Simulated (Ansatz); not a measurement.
# TiC: response to strain

Start from TiC in the rock salt structure (space group Fm-3m, No. 225; a = 4.261 Å; relaxed with 0.1 eV smearing).

Strains are applied to the cell and any free atomic positions relax.

Level of theory: LDA/PAW in Ansatz (an electronic-structure program), spin-orbit coupling left out.

Notes on the quantities. energy relative to the base: free energy F.

| variant | pressure | energy relative to the base | volume per atom |
|---|---|---|---|
| base | 0.0 GPa | 0 meV/atom | 9.67 Å³ |
| isotropic strain −2.50 % | 24.9 GPa | +52 meV/atom | 8.96 Å³ |
| isotropic strain −1.50 % | 14.0 GPa | +18 meV/atom | 9.24 Å³ |
| isotropic strain −1.00 % | 9.0 GPa | +7.9 meV/atom | 9.38 Å³ |
| isotropic strain −0.50 % | 4.4 GPa | +1.9 meV/atom | 9.53 Å³ |
| isotropic strain +0.50 % | -4.1 GPa | +1.9 meV/atom | 9.82 Å³ |
| isotropic strain +1.00 % | -7.9 GPa | +7.4 meV/atom | 9.96 Å³ |
| isotropic strain +1.50 % | -11.5 GPa | +16 meV/atom | 10.11 Å³ |
| isotropic strain +2.00 % | -14.9 GPa | +29 meV/atom | 10.26 Å³ |
| isotropic strain +3.00 % | -20.9 GPa | +63 meV/atom | 10.57 Å³ |

No phonon test of stability was made. The final runs are not spin-polarised.
